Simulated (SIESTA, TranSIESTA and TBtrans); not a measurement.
Run with TranSIESTA and TBtrans (open boundaries, self-consistent; PseudoDojo norm-conserving potentials, scalar-relativistic): Spin polarized, PAO.BasisSize DZP, PAO.EnergyShift 0.15 eV, XC.Authors PBE, Mesh.Cutoff 200 Ry, ElectronicTemperature 300 K, TS.Voltage 0.0 eV, TBT.Elecs.Eta 0.001 eV.

Device: Rh chain with one S atom inserted. Leads: straight Rh chain, spacing 2.3 Å. Geometry: as built, not relaxed.

**Question.** Give the largest eigenchannel transmissions at the Fermi level (four at most) and the total.

**Answer.** Up: 0.99, 0.99, 0.85, 0.0022 (total 2.82); down: 0.98, 0.98, 0.78, 0.025 (total 2.79). The magnetic order of the leads was set by the start, and no other order was tried; the separate lead runs end at 0.62 (left) and 0.62 (right) μB an atom. The straight chain is held at its spacing; free chains may zigzag or dimerise.
